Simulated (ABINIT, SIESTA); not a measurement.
An ABINIT input for a self-consistent single point of GaCuSeS (P1, 8 atoms in the cell) (DFT, PBEsol, plane waves, PAW (JTH v2.0 PBE PAW, files made for PBE)):

```
# GaCuSeS, JTH v2.0 PBE PAW
pp_dirpath "./"
pseudos "Ga.GGA_PBE-JTH.xml, Cu.GGA_PBE-JTH.xml, Se.GGA_PBE-JTH.xml, S.GGA_PBE-JTH.xml"
acell 3*1.0 Angstrom
rprim
        -2.7355000000    2.7390900000    5.4338900000
         2.7355000000   -2.7390900000    5.4338900000
         2.7355000000    2.7390900000   -5.4338900000
natom 8
ntypat 4
znucl 31 29 34 16
typat 1 1 2 2 3 3 4 4
xred
         0.1329340000    0.8784830000    0.2490530000
         0.3668470000    0.6190110000    0.7407060000
         0.6401110000    0.3731590000    0.2480550000
         0.8617590000    0.1226330000    0.7560690000
         0.2363880000    0.4911630000    0.2263340000
         0.7543380000    0.0099110000    0.2603840000
         0.5079480000    0.2522190000    0.7660370000
         0.9996760000    0.7534200000    0.7533630000
ecut 60 Ry
pawecutdg 120 Ry
pawxcdev 0
ixc -116133
occopt 3
tsmear 0.00073499
nband 55
kptopt 1
ngkpt 3 3 3
nshiftk 1
shiftk 0 0 0
nstep 100
toldfe 1.0e-09
prtwf 0
prtden 0
```

Task: Translate this input to SIESTA.

Result: One input that does it (others would too):

```
# files in the folder: Ga.psml Cu.psml Se.psml S.psml (PseudoDojo PBEsol standard)
SystemName  GaCuSeS
SystemLabel siesta

NumberOfAtoms                8
NumberOfSpecies              4
%block ChemicalSpeciesLabel
  1 31 Ga
  2 29 Cu
  3 34 Se
  4 16 S
%endblock ChemicalSpeciesLabel
LatticeConstant              1.0 Ang
%block LatticeVectors
    -2.735500000    2.739090000    5.433890000
     2.735500000   -2.739090000    5.433890000
     2.735500000    2.739090000   -5.433890000
%endblock LatticeVectors
AtomicCoordinatesFormat      Fractional
%block AtomicCoordinatesAndAtomicSpecies
     0.132934000    0.878483000    0.249053000  1
     0.366847000    0.619011000    0.740706000  1
     0.640111000    0.373159000    0.248055000  2
     0.861759000    0.122633000    0.756069000  2
     0.236388000    0.491163000    0.226334000  3
     0.754338000    0.009911000    0.260384000  3
     0.507948000    0.252219000    0.766037000  4
    -0.000324000    0.753420000    0.753363000  4
%endblock AtomicCoordinatesAndAtomicSpecies

XC.functional                GGA
XC.authors                   PBEsol
PAO.BasisSize                DZP
PAO.EnergyShift              0.01 Ry
MeshCutoff                   300 Ry
%block kgrid.MonkhorstPack
    3   0   0  0.0
    0   3   0  0.0
    0   0   3  0.0
%endblock kgrid.MonkhorstPack
OccupationFunction           FD
ElectronicTemperature        20.0 meV

MaxSCFIterations             150
SCF.Mixer.Method             Pulay
SCF.Mixer.Weight             0.1
SCF.Mixer.History            8
SCF.DM.Tolerance             1.0E-05
Diag.ParallelOverK           true
WriteForces                  true
```

Basis, cutoffs, solver keys and any potentials are the target program's own. This input uses DFT, GGA PBEsol, numerical atomic orbitals DZP, PseudoDojo PBEsol standard norm-conserving potentials (rewritten from UPF to PSML).

The starting cell comes from a database of computed structures (which also holds hypothetical and non-ambient phases and stackings), without a prior relaxation at this level. For this run, on top of that: atoms moved at random.
